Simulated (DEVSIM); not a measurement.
**abrupt Si p-n junction**

Device: abrupt Si p-n junction, at 300 K.

```csv
layer (left to right),material,thickness (μm),Nd (cm⁻³),Na (cm⁻³),τn (s),τp (s)
1,Si,0.990,-,4.2e15,1e-7,1e-7
2,Si,180,1.3e15,-,1e-7,1e-7
```

Left contact: ohmic. Right contact: ohmic. Voltage is applied to the left contact. Recombination: SRH at mid-gap, radiative. Mobility is constant in doping.

The device is made up for the run: typed textbook-type constants, with dimensions and the other settings drawn at random. Values at 300 K.

```tsv
parameter	Si
gap (eV)	1.124
affinity (eV)	4.05
permittivity	11.7
Nc (cm⁻³)	2.86e19
Nv (cm⁻³)	3.1e19
μn (cm²/Vs)	1417
μp (cm²/Vs)	470
B (cm³/s)	4.7e-15
```

Simulated with DEVSIM: 1D drift-diffusion, Boltzmann statistics, complete ionisation; no tunnelling, impact ionisation, image-force lowering or self-heating.

| Property | Result |
|---|---|
| Potential step across the device at zero bias | 0.635 V |
| Largest field in the device at zero bias | 13000 V/cm |
| Dark forward voltage at 1 A/cm² | 0.582 V |

Dark reverse current:

| V (V) | J (A/cm²) |
|---|---|
| -0.40 | -2.8e-7 |
| -1.00 | -5.5e-7 |
| -2.00 | -8.9e-7 |
| -3.00 | -1.2e-6 |
| -4.00 | -1.4e-6 |
| -6.00 | -1.8e-6 |
| -8.00 | -2.2e-6 |
| -10.00 | -2.5e-6 |
| -13.00 | -3.0e-6 |
| -16.00 | -3.4e-6 |
| -20.00 | -3.8e-6 |

Dark forward current:

(V (V), J (A/cm²)): (0.05, 1.4e-7); (0.15, 2.1e-6); (0.20, 8.9e-6); (0.30, 0.00026); (0.40, 0.011); (0.45, 0.063); (0.55, 0.68); (0.60, 1.2); (0.70, 2.6); (0.80, 4.1); (0.85, 4.9); (0.95, 6.4); (1.05, 8.1); (1.10, 8.9); (1.20, 11); (1.25, 11); (1.35, 13); (1.45, 15); (1.50, 16); (1.60, 18)
